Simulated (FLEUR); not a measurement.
## Worked example: self-consistent single point of GaRe (Pm-3m, 2 atoms in the cell) in FLEUR

Method of the run: PBE, all-electron FLAPW (FLEUR), scalar-relativistic valence.

The input file:

Input of the input generator:

```
scf GaRe
&input film=f /
1.0000000000 0.0000000000 0.0000000000
0.0000000000 1.0000000000 0.0000000000
0.0000000000 0.0000000000 1.0000000000
6.0353562742
1.0 1.0 1.0

2
31 0.0000000000 0.0000000000 0.0000000000
75 0.5000000000 0.5000000000 0.5000000000

&comp jspins=1 /
&kpt div1=8 div2=8 div3=8 gamma=t /
&end /
```

```xml
<?xml version="1.0" encoding="UTF-8" standalone="no"?>
<fleurInput fleurInputVersion="0.39">
   <comment>
      scf GaRe                                                                                            
   </comment>
   <calculationSetup>
      <cutoffs Kmax="4.1" Gmax="12.3" GmaxXC="12.3" numbands="0"/>
      <scfLoop itmax="60" minDistance="0.00001" maxIterBroyd="15" imix="Anderson" alpha="0.05" precondParam="0.0" spinf="2.0"/>
      <coreElectrons ctail="T" frcor="F" kcrel="0" coretail_lmax="0"/>
      <xcFunctional name="pbe" relativisticCorrections="F"/>
      <magnetism jspins="1"/>
      <soc l_soc="F" theta="0.0" phi="0.0" spav="F"/>
      <expertModes spex="0" secvar="F"/>
      <geometryOptimization l_f="T" forcealpha="1.0" forcemix="BFGS" epsdisp="0.00001" epsforce="0.00001"/>
      <ldaU l_linMix="F" mixParam="0.05" spinf="1.0"/>
   </calculationSetup>
   <cell>
      <bzIntegration valenceElectrons="28.0" mode="gauss" fermiSmearingEnergy="0.00999582">
         <kPointListSelection listName="default-1"/>
         <!-- k-points included here -->
         <xi:include xmlns:xi="http://www.w3.org/2001/XInclude" href="kpts.xml"> </xi:include>
      </bzIntegration>
      <!-- symmetry operations included here -->
      <xi:include xmlns:xi="http://www.w3.org/2001/XInclude" href="sym.xml"> </xi:include>
      <bulkLattice scale="1.0">
         <bravaisMatrix>
            <row-1>    6.0353562741999998     0.0000000000000000     0.0000000000000000</row-1>
            <row-2>    0.0000000000000000     6.0353562741999998     0.0000000000000000</row-2>
            <row-3>    0.0000000000000000     0.0000000000000000     6.0353562741999998</row-3>
         </bravaisMatrix>
      </bulkLattice>
   </cell>
   <atomSpecies>
      <species name="Gallium (Ga)" element="Ga" atomicNumber="31">
         <mtSphere radius="2.44" gridPoints="843" logIncrement="0.015"/>
         <atomicCutoffs lmax="10" lnonsphr="8"/>
         <electronConfig flipSpins="F">
            <coreConfig>(1s1/2) (2s1/2) (2p1/2) (2p3/2) (3s1/2) (3p1/2) (3p3/2)</coreConfig>
            <valenceConfig>(4s1/2) (3d3/2) (3d5/2) (4p1/2) (4p3/2)</valenceConfig>
            <stateOccupation state="(4p1/2)" spinUp="0.1666666666667" spinDown="0.1666666666667"/>
            <stateOccupation state="(4p3/2)" spinUp="0.3333333333333" spinDown="0.3333333333333"/>
         </electronConfig>
         <energyParameters s="4" p="4" d="3" f="4"/>
      </species>
      <species name="Rhenium (Re)" element="Re" atomicNumber="75">
         <mtSphere radius="2.44" gridPoints="843" logIncrement="0.016"/>
         <atomicCutoffs lmax="10" lnonsphr="8"/>
         <electronConfig flipSpins="F">
            <coreConfig>(1s1/2) (2s1/2) (2p1/2) (2p3/2) (3s1/2) (3p1/2) (3p3/2) (4s1/2) (3d3/2) (3d5/2) (4p1/2) (4p3/2) (4d3/2) (4d5/2) (4f5/2) (4f7/2)</coreConfig>
            <valenceConfig>(5s1/2) (5p1/2) (5p3/2) (6s1/2) (5d3/2) (5d5/2)</valenceConfig>
            <stateOccupation state="(5d3/2)" spinUp="1.0" spinDown="1.0"/>
            <stateOccupation state="(5d5/2)" spinUp="1.5" spinDown="1.5"/>
         </electronConfig>
         <energyParameters s="6" p="6" d="5" f="5"/>
         <lo type="SCLO" l="0" n="5" eDeriv="0"/>
         <lo type="SCLO" l="1" n="5" eDeriv="0"/>
      </species>
   </atomSpecies>
   <atomGroups>
      <atomGroup species="Gallium (Ga)">
         <relPos label="                   1">.0000000000 .0000000000 .0000000000</relPos>
         <force calculate="T" relaxXYZ="TTT"/>
      </atomGroup>
      <atomGroup species="Rhenium (Re)">
         <relPos label="                   2">1.000/2.000 1.000/2.000 1.000/2.000</relPos>
         <force calculate="T" relaxXYZ="TTT"/>
      </atomGroup>
   </atomGroups>
   <output dos="F" band="F" slice="F">
      <checks vchk="F" cdinf="F"/>
      <bandDOS minEnergy="-.5*Htr" maxEnergy="0.5*Htr" sigma="0.015" storeEVData="T"/>
      <vacuumDOS vacdos="F" integ="F" star="F" nstars="0" locx1="0.0" locy1="0.0" locx2="0.0" locy2="0.0" nstm="0" tworkf="0.0"/>
      <unfoldingBand unfoldBand="F" supercellX="1" supercellY="1" supercellZ="1"/>
      <plotting iplot="0" polar="F">
         <plot TwoD="T" vec1="  1.0  0.0  0.0" vec2="  0.0  1.0  0.0" vec3="  0.0  0.0  1.0" zero="  0.0  0.0  0.0" file="plot"/>
      </plotting>
      <chargeDensitySlicing numkpt="0" minEigenval="0.0" maxEigenval="0.0" nnne="0" pallst="F"/>
      <specialOutput eonly="F"/>
      <magneticCircularDichroism mcd="F" energyLo="-10.0" energyUp="0.0"/>
   </output>
  <!-- We include the file relax.xml here to enable relaxations (see documentation) -->
  <xi:include xmlns:xi="http://www.w3.org/2001/XInclude" href="relax.xml"> <xi:fallback/> </xi:include>
</fleurInput>
```

Output, abridged:

```
      Welcome to FLEUR        (www.flapw.de)
      MaX-Release 8.1          (www.max-centre.eu)

 ========== k-point set info ==========
 Selected k-point list: default-1
 k-point list type: mesh
 8 x 8 x 8
 Number of k points: 35

 ------------Calculation Setup---------------------------
           1           5           7          35
 Number of basis functions:          292
 Iteration:     1   Distance:      10.10541511 me/bohr^3
 Iteration:     2   Distance:       9.19384391 me/bohr^3
 Iteration:     3   Distance:       5.12658976 me/bohr^3
 Iteration:     4   Distance:       1.37377359 me/bohr^3
 Iteration:     5   Distance:       0.90568255 me/bohr^3
 Iteration:     6   Distance:       0.41938963 me/bohr^3
   [... 6 lines left out ...]
 Iteration:    13   Distance:       0.00045603 me/bohr^3
 Iteration:    14   Distance:       0.00002642 me/bohr^3
 Iteration:    15   Distance:       0.00002438 me/bohr^3
 Iteration:    16   Distance:       0.00002089 me/bohr^3
 Iteration:    17   Distance:       0.00000576 me/bohr^3
 Run finished successfully
 Stop message:
   Structural relaxation: Done

[file out, last iteration]
             iter=     18
          p o t e n t i a l   g e n e r a t o r
[...]
          integral of pseudo charge density inside the slab=        0.000000   0.000000
     coulomb potential in the interstitial region:
          density-coulomb potential integrals
          total density-coulomb potenti   -31706.0525276300
          density-effective potential integrals for spin  1
          total density-effective poten   -3.2240469387E+04
          charge density-energy density integrals
          total charge density-energy d   -4.0890208384E+02
 Updated energy parameters for spin:           1
  Atom    1 4s branch from -4.84 to  1.01 htr. ; e_l =  0.1894
  Atom    1 4p branch from -3.03 to  1.60 htr. ; e_l =  0.3839
  Atom    1 3d branch from -9.99 to -0.08 htr. ; e_l = -0.0973
  Atom    1 4f branch from -9.99 to  3.30 htr. ; e_l =  0.7362
  Atom    2 6s branch from -2.48 to  2.05 htr. ; e_l =  0.2345
  Atom    2 6p branch from -1.03 to  3.03 htr. ; e_l =  0.3784
  Atom    2 5d branch from -8.73 to  0.80 htr. ; e_l =  0.3680
  Atom    2 5f branch from -0.93 to  2.78 htr. ; e_l =  0.6509
  Atom    2 5s branch from-21.39 to -2.48 htr. ; e_l(l -2.4994
  Atom    2 5p branch from-15.77 to -1.03 htr. ; e_l(l -1.1247
[...]
 fermi energy and band-weighting factors:
at   0.00000   0.00000   0.00000   k-weight:    0.001953
   22 eigenvalues :
   -2.499608   -1.094450   -1.094450   -1.094450   -0.108424   -0.108424   -0.103176   -0.103176
   -0.103176    0.034422    0.325293    0.325293    0.463984    0.463984    0.463984    0.581002
    0.581002    0.581002    0.736176    0.953137    0.953137    1.057481
   [... 2 blocks of this kind left out ...]

[...]
FERMIE:
          first approx. to ef    (T=0)  :   0.433829 htr   (energy of the highest occ. eigenvalue)
          number of occ. states  (T=0)  :        482
          first approx. to seigv (T=0)  :  -9.477850 htr
          sum of weights of occ. states :  14.027344
          sum of semicore charge        :   0.000000 e
   [... lines left out ...]
          total moment                 =     0.00000
 Direct bandgap for spin            1 :    1.3063277853092303E-002  Htr
   [... lines left out ...]
          0.00395762  electrons lost from core.
          total charge for spin  1=  106.000000
          interst. charge =       3.371376
          mt charge=             29.876021   72.752603
          total charge  =  106.000000
          zc=   106.000000     qfix=    1.000000
     t o t a l  e n e r g y
          sum of eigenvalues =            -11349.5625306794
          density-coulomb potential int   -31706.0525276300
          density-effective potential i   -32240.4693873162
          charge density-ex.-corr.energ     -408.9020838386
          el.-nucl. inter. diff. m.t.       2341.0456106880
          Madelung term for atom type:       -13.5302171666
          el.-nucl. inter. diff. m.t.      20888.9356696024
          Madelung term for atom type:       -47.5805569614
 ---->    total energy=                   -18662.1135454353 htr
 ---->    (input%tkb*entropy) TS=              0.0000000000 htr
 ---->    free energy=                    -18662.1135454353 htr
      extrapolation for T->0
 ---->    total electron energy=          -18662.1135454353 htr
 ***** TOTAL FORCES ON ATOMS *****
 TOTAL FORCE FOR ATOM TYPE=  1  X=  0.000   Y=  0.000   Z=  0.000
                       FX_TOT= 0.000000 FY_TOT= 0.000000 FZ_TOT= 0.000000
 TOTAL FORCE FOR ATOM TYPE=  2  X=  3.018   Y=  3.018   Z=  3.018
                       FX_TOT= 0.000000 FY_TOT= 0.000000 FZ_TOT= 0.000000
 Structural relaxation: Done
```

The run converged in 17 iterations. FLEUR gives forces in its relaxation mode, with a further iteration, so its stop message speaks of a relaxation.

The starting cell was generated: these elements placed on a structure prototype, without a prior relaxation; it need not be a known phase or ordering of this composition. Spin-orbit coupling is off. Spin polarisation is off. Values depend on the basis (sphere radii, cutoffs, local orbitals), which need not be converged. The log's line on a gap gives a spacing of levels on this mesh, which the program prints for metals too.

These are the values that this program gave, and no reference: the default basis lacks the next d shell.

Cost on one core of a shared machine: roughly 50 s.
